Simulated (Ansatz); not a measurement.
We consider cubic perovskite TlMnCl3, described by PBEsol (plane waves, PAW; Ansatz, a first-principles code).

Run with plane-wave cutoff 520 eV, 8×8×8 k mesh, Fermi–Dirac smearing 0.01 eV, spin-polarised start, scalar-relativistic PAW data made under PBE.

Energies at three volumes about the minimum:

| V (Å³/atom) | E − E_lowest (meV/atom) |
|---|---|
| 23.740 | 1.28 |
| 24.224 | 0.00 |
| 24.709 | 1.19 |

Q: Fit a parabola by hand: where is the minimum, what lattice constant follows, and what is the bulk modulus?

A: Slopes: (0.00 − 1.28)/(24.224 − 23.740) = -2.645 and (1.19 − 0.00)/(24.709 − 24.224) = 2.454 meV/Å³. Curvature E″ = 2 × (2.454 − (-2.645))/(24.709 − 23.740) = 10.524 meV/Å⁶. From the middle of the first interval, the slope vanishes at V0 = 23.9820 − (-2.645)/10.524 = 24.233 Å³/atom. B = V0 E″ = 24.233 × 10.524 meV/Å³ × 0.1602 GPa per meV/Å³ = 40.9 GPa. With 5 atoms in the cube, a = (5 × 24.233)^(1/3) = 4.948 Å. The full Birch–Murnaghan fit to all volumes gives V0 = 24.225 Å³/atom and B0 = 40.8 GPa.

Note: the magnetic order was assumed, not searched for or taken from measurement; the relaxation could not lower the start's symmetry, so the cell can be a saddle point above a distorted one.
